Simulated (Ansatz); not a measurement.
# A computed series for TiC: pressure series

Consider TiC in the rock salt structure (space group Fm-3m, No. 225).

```yaml
crystal:
  lattice:
    - [0.00000, 2.16633, 2.16633]
    - [2.16633, 0.00000, 2.16633]
    - [2.16633, 2.16633, 0.00000]
  atoms:
    - { symbol: C, position: [0.00000, 0.00000, 0.00000] }
    - { symbol: Ti, position: [0.50000, 0.50000, 0.50000] }
```

Cell and atoms are relaxed at each pressure.

Level of theory: PBE, PAW, 420 eV (Ansatz, a program for electronic structure; scalar-relativistic without spin-orbit coupling), earlier PAW set.

```tsv
P (GPa)	V (Å³/atom)
-1.99	10.249
-0.99	10.207
1.79	10.095
4.19	10.003
8.99	9.831
18.00	9.542
30.00	9.213
45.00	8.866
60.00	8.572
```

### Question
Fit a third-order Birch–Murnaghan equation of state.

### Answer
Least squares on P(V) = (3B₀/2)[(V₀/V)^(7/3) − (V₀/V)^(5/3)]·[1 + (3/4)(B₀′ − 4)((V₀/V)^(2/3) − 1)] gives V₀ = 10.17 Å³/atom, B₀ = 251 GPa and B₀′ = 4.0.

Load acts through the strain it causes; cell and atoms are relaxed under it. No phonon test of stability was made. No other phases were tried under pressure. The final runs are not spin-polarised.
